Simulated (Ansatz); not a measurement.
Take ZrO2 (space group P4_2/nmc, No. 137; a = 3.6210 Å, c = 5.2828 Å) as the base.

(Cell as relaxed with PBE.)

Levels (all Ansatz, an electronic-structure program, PAW): PBE (420 eV, spin-orbit coupling left out); PBEsol (420 eV, no spin-orbit coupling).

Each level relaxes its own structure.

```
base                      PBE    PBEsol
-------------------  --------  --------
volume per atom      11.54 Å³  11.09 Å³
lattice parameter a   3.621 Å   3.584 Å
band gap              4.04 eV   4.00 eV
```

Perturbation: cell and atoms relaxed at a pressure of 30 GPa.

```tsv
quantity	PBE	PBEsol
shift of the gap caused by the change	-0.11 eV	-0.27 eV
electron mass	1.9 mₑ along c, 0.54 mₑ across (at Γ)	1.9 mₑ along c, 0.50 mₑ across (at Γ)
shortest interatomic distance	2.075 Å	2.079 Å
smallest direct gap	4.06 eV	3.81 eV
```

PBE's shift of the gap caused by the change lies 0.152 eV above PBEsol's; PBE's shortest interatomic distance lies 0.0034 Å below PBEsol's (0.2 %); PBE's smallest direct gap lies 0.25 eV above PBEsol's. Neither level is exact; PBEsol is the comparison here, not a measurement.

Load acts through the strain it causes; cell and atoms are relaxed under it. Masses are band curvatures over ±0.01 Å⁻¹ around the edge. Stability against distortions was not tested. Competing high-pressure phases were not computed. This is not the structure that ZrO2 has at room temperature and ambient pressure.
